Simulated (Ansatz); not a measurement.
## CF2 on the 1x1 (111) surface of fcc Ni, ferromagnetic, one in a 2x2 cell, started at the site 'bridge Ni-Ni (span 2.5 Å)'

All values below come from PBE (plane waves to 420 eV, PAW; Ansatz, a first-principles code).

Model: 19-atom slab, 6.0 Å thick at the start under the adsorbate (thin: gaps and levels are the slab's own), 7x7x1 mesh, Fermi-Dirac 0.1 eV, dipole correction, 8 atoms held, the rest relaxed; no symmetry held; spin-polarised, no spin-orbit, no U, no dispersion correction. At the end it is bonded to 2 Ni. In PBE it is, or lies within 0.03 eV of, the lowest of the starts that converged.

```json
{
  "adsorption energy against CF4(g) − F2(g)": "512 kJ/mol",
  "work_function_of_the_top_face": "5.65 eV",
  "change_of_the_work_function": "0.58 eV",
  "change_of_the_step_from_the_bottom_to_the_top_vacuum_level_against_the_clean_slab": "0.59 eV",
  "energy_released_by_relaxation": "0.46 eV",
  "height of the binding atom over the mean of the host atoms within 0.3 Å of the top one": "1.562 Å",
  "magnetic_moment_of_the_cell": "9.41 μB",
  "nearest_host_atoms_of_the_binding_atom": "Ni at 1.91 Å, Ni at 1.91 Å, Ni at 2.73 Å",
  "largest_move_of_a_host_atom": "0.12 Å",
  "cost": "very roughly 50 core-minutes"
}
```

A negative adsorption energy means that the adsorbate is more stable on the surface than in its reference.
